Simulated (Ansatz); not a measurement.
The parent structure is ZnCu in the CsCl type structure (space group Pm-3m, No. 221; a = 2.908 Å; relaxed with 0.1 eV smearing).

Calculations: Ansatz (a first-principles code), PBEsol, PAW, cutoff 420 eV, no spin-orbit coupling.

Strains are applied to the cell and any free atomic positions relax.

One change was made to it. Results:

The pressure goes from zero to -7.0 GPa; the energy grows by 17 meV/atom.

Name the change that was made.
(A) isotropic strain +2.00 %
(B) isotropic strain +3.00 %
(C) isotropic strain +1.00 %

A, isotropic strain +2.00 %. For comparison, the energy relative to the base in the other runs: isotropic strain +1.00 % gives +4.5 meV/atom; isotropic strain +3.00 % gives +38 meV/atom.

No phonon test of stability was made. All final runs are without spin polarisation.
